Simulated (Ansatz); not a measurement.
# W2C, thickness series

Take W2C (space group P-3m1, No. 164; a = 3.035 Å, c = 4.656 Å) as the base.

Free-standing slabs (3 atom(s) a layer) normal to the stacking axis with 15 Å of vacuum; in-plane cell relaxed.

All numbers come from Kohn–Sham DFT with the PBE-D3(BJ) functional, run in Ansatz (a quantum-chemistry and plane-wave program) with PAW and 420 eV plane waves, scalar-relativistic without spin-orbit coupling.

Notes on the quantities. excess energy per area of both faces: slab less bulk energy over the cell's area: twice a surface energy; uncertain by up to 0.2 J/m².

```csv
change,excess energy per area of both faces,thickness between the outermost nuclei,in-plane lattice parameter a,shortest interatomic distance
base,–,–,5.735 bohr,4.001 bohr
1 layer,8.2 J/m²,2.67 Å,…,4.008 bohr
2 layers,7.4 J/m²,…,5.668 bohr,3.928 bohr
3 layers,7.5 J/m²,11.69 Å,5.689 bohr,3.937 bohr
```

What belongs in the blanks?


- 1 layer, in-plane lattice parameter a: 5.392 bohr
- 2 layers, thickness between the outermost nuclei: 7.02 Å

The excess energy carries the mismatch between the slab's and the bulk's meshes. Stability against distortions was not tested. The final runs are not spin-polarised.
